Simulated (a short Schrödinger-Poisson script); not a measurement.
Stack: MOS inversion layer, SiO2 on p-type Si(100), at 300 K.

From the gate side: 3.3 nm SiO2; 910 nm Si, acceptors 2.2e17 cm⁻³.

Constants are typed, rounded textbook-type inputs, not results; the design itself was drawn at random and stands for no fabricated device. SiO2: permittivity 3.9, conduction-band edge (eV) 3.15, gap (eV) 9, electron mass (mₑ) 0.5. Si: permittivity 11.7, conduction-band edge (eV) 0, gap (eV) 1.124, Nv at 300 K (cm⁻³) 3.1e19.

Channel valleys (confinement mass, in-plane density-of-states mass, number): Δ2 0.916, 0.19, 2; Δ4 0.19, 0.417, 4. At the gate the conduction-band edge of layer 1 lies 3.16 eV − eVg above the Fermi level of the channel; the field vanishes at the back. Gaps are held at their typed values at every temperature. Mesh 0.03 nm at interfaces.

Solved with a short Schrödinger-Poisson script written for these runs: 1D Poisson equation in equilibrium, electrons quantum, Hartree (BenDaniel-Duke, 12 states a valley, the channel's in-plane mass for all, wave functions ending at the dielectric), parabolic valleys, classical holes, full ionisation, no traps, pinning or gate leakage.

| Vg (V) | electrons (cm⁻²) | C (μF/cm²) | Δ2 E0 (meV from the Fermi level) | Δ4 E0 (meV from the Fermi level) |
|---|---|---|---|---|
| 0.15 | 1.14e10 | 0.175 | 169.8 | 215.4 |
| 0.3 | 2.96e11 | 0.612 | 83.5 | 132.7 |
| 0.45 | 9.45e11 | 0.783 | 50.5 | 104.5 |
| 0.6 | 1.70e12 | 0.839 | 32.4 | 91.1 |
| 0.75 | 2.49e12 | 0.867 | 19.5 | 82.8 |
| 0.9 | 3.31e12 | 0.885 | 9.4 | 76.8 |
| 1.05 | 4.15e12 | 0.897 | 0.7 | 72.1 |
| 1.2 | 4.99e12 | 0.906 | -6.9 | 68.4 |
| 1.35 | 5.84e12 | 0.913 | -13.7 | 65.1 |
| 1.5 | 6.70e12 | 0.919 | -20.1 | 62.3 |
| 1.65 | 7.56e12 | 0.923 | -26.1 | 59.8 |
| 1.8 | 8.42e12 | 0.927 | -31.7 | 57.5 |
| 1.95 | 9.29e12 | 0.930 | -37.2 | 55.3 |
| 2.1 | 1.02e13 | 0.933 | -42.4 | 53.3 |
| 2.25 | 1.10e13 | 0.936 | -47.5 | 51.4 |
| 2.4 | 1.19e13 | 0.938 | -52.4 | 49.6 |

Gate voltages with under 1e9 electrons/cm² are left out.

### Question
At Vg = 2.4 V the lowest Δ2 subband lies at -52.4 meV from the Fermi level. How many electrons does it hold, and what share of all?

### Answer
The two-dimensional density of states is g m/(πħ²) = 1.59e11 cm⁻² meV⁻¹ (both spins), kT = 25.9 meV, so n = D kT ln(1 + exp(−E/kT)) = 8.83e12 cm⁻², 0.74 of the 1.19e13 cm⁻² in all.

### Question
Compare the slope of the sheet density between 2.1 and 2.4 V with the geometric capacitance of the layers between gate and channel.

### Answer
q Δn/ΔV = 0.908 μF/cm²; ε0/Σ(t/ε) = 1.05 μF/cm². The ratio is 0.87: the channel acts as a further capacitance in series.
